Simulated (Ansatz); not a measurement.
Levels about the gap of amorphous Si20P2O45 (67 atoms in a cell of 1037 Å³, 2.15 g/cm³; zone centre alone, so wide bands show as single levels with stretches between that a denser mesh fills), at the geometry that PBE relaxed, where it gives 2.0 GPa on a denser mesh. The participation number counts the atoms over which a state spreads; weights are charges in smoothed Voronoi cells. The levels come from a single point, so bond lengths are those of that geometry. Method of the levels: r2SCAN, scalar-relativistic without spin-orbit coupling (Ansatz, a quantum-chemistry and plane-wave program). Sampling: the zone centre alone; Fermi-Dirac width 0.01 eV; collinear spin, started from moments on atoms (the moments died out). At PBE the levels at the filled edge of the gap are localised (band-tail or defect states), and the nearest spread-out levels lie 5.5 eV apart at the zone centre.

The cell was made by melting and quenching with the CHGNet potential and then relaxed with DFT. O atoms were pushed apart under 1.9 Å during the dynamics, to hinder bonds among them. The hot cell started wider than the set density and was brought back towards it in steps. It is the lowest in DFT energy of 2 quenches. It is a model cell: composition and starting density were chosen by hand, and all elements were melted together. No dispersion term was used. Its density started from a set value of 2.15 and ended at 2.15 g/cm³. Cooling (nominally 140 K/ps over its main leg) ran many orders faster than in experiment, which tends to leave more defects and strain. Values belong to this one cell and scatter from quench to quench. The volume was held where the preparation left it, at a PBE pressure of 2.0 GPa. Stress components on the final sampling reach 4.0 GPa.

```tsv
E - E(highest filled), eV	filling	spin	participation number	largest on	weight O	weight Si	weight P
-0.57	filled	up	6.2	O, 2 neighbours	0.95	0.05	0.01
-0.49	filled	dn	2.3	O, 1 neighbours	0.94	0.01	0.05
-0.49	filled	up	2.3	O, 1 neighbours	0.94	0.01	0.05
-0.18	filled	up	2.5	O, 2 neighbours	0.95	0.05	0.00
-0.18	filled	dn	2.5	O, 2 neighbours	0.95	0.05	0.00
0.00	filled	dn	2.8	O, 2 neighbours	0.96	0.04	0.00
0.00	filled	up	2.8	O, 2 neighbours	0.96	0.04	0.00
5.29	empty	up	59.0	O, 2 neighbours	0.75	0.22	0.03
5.29	empty	dn	59.0	O, 2 neighbours	0.75	0.22	0.03
6.85	empty	up	31.2	P, 4 neighbours	0.65	0.25	0.10
6.85	empty	dn	31.2	P, 4 neighbours	0.65	0.25	0.10
7.04	empty	up	42.6	O, 2 neighbours	0.72	0.26	0.03
7.04	empty	dn	42.6	O, 2 neighbours	0.72	0.26	0.03
7.22	empty	up	31.5	Si, 5 neighbours	0.69	0.29	0.03
```

Most localised among these is the filled level at -0.49 eV, on a O atom, which has 1 neighbours (P 1.46 Å).
